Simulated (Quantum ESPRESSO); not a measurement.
**Convergence series on Sr3AlN3 (P6_3/m, 14 atoms in the cell)**

```xyz
14
Lattice="7.6614 0.0000 0.0000 -3.8307 6.6350 0.0000 0.0000 0.0000 5.3959" Properties=species:S:1:pos:R:3 pbc="T T T"
Sr     4.6543     4.2508     1.3490
Sr    -0.8236     2.3842     4.0469
Sr    -1.3541     6.1561     4.0469
Sr     5.1848     0.4788     1.3490
Sr     1.6530     1.9054     1.3490
Sr     2.1777     4.7296     4.0469
Al     3.8307     2.2117     4.0469
Al     0.0000     4.4233     1.3490
N      4.5906     3.9114     4.0469
N     -0.7599     2.7236     1.3490
N     -1.0921     5.9313     1.3490
N      4.9228     0.7037     4.0469
N      1.9788     2.0199     4.0469
N      1.8520     4.6151     1.3490
```

Level of theory: PBEsol, PseudoDojo standard norm-conserving (PBESOL) pseudopotentials (plane waves; Quantum ESPRESSO 7.5).

The starting cell comes from a database of computed structures (which also holds hypothetical and non-ambient phases and stackings), without a prior relaxation at this level.

Held fixed: occupations = smearing; smearing = gauss; degauss = 0.000734986 Ry; potentials = {Sr: Sr.upf, Al: Al.upf, N: N.upf}; K_POINTS = automatic 3 3 3 0 0 0; conv_thr = 1e-08 Ry; mixing_beta = 0.5.

ΔF is the free energy per atom less that of the last row (170 Ry).

| ecutwfc | ΔF (meV/atom) | pressure (GPa) | largest force (eV/Å) | gap on the mesh (eV) | plane waves | iterations |
|---|---|---|---|---|---|---|
| 34 Ry | 1437.7 | -34.45 | 0.108 | 0.464 | 6265 | 12 |
| 42 Ry | 513.5 | -18.79 | 0.087 | 0.441 | 8535 | 12 |
| 51 Ry | 136.8 | -8.89 | 0.102 | 0.449 | 11447 | 26 |
| 59 Ry | 35.1 | -4.95 | 0.100 | 0.451 | 14184 | 17 |
| 68 Ry | 6.0 | -3.36 | 0.100 | 0.452 | 17535 | 17 |
| 76 Ry | 1.29 | -2.98 | 0.101 | 0.452 | 20742 | 16 |
| 85 Ry | 0.66 | -2.90 | 0.101 | 0.452 | 24537 | 16 |
| 98 Ry | 0.57 | -2.90 | 0.100 | 0.452 | 30381 | 15 |
| 110 Ry | 0.43 | -2.90 | 0.100 | 0.452 | 36117 | 17 |
| 128 Ry | 0.28 | -2.90 | 0.101 | 0.452 | 45348 | 17 |
| 149 Ry | 0.14 | -2.90 | 0.100 | 0.452 | 56883 | 18 |
| 170 Ry | 0.00 | -2.90 | 0.101 | 0.452 | 69296 | 20 |

Energy within 5 meV/atom of the last row: from ecutwfc = 76 Ry on; the one before it is off by 6.0 meV/atom.

Gaps are taken between levels on the mesh.
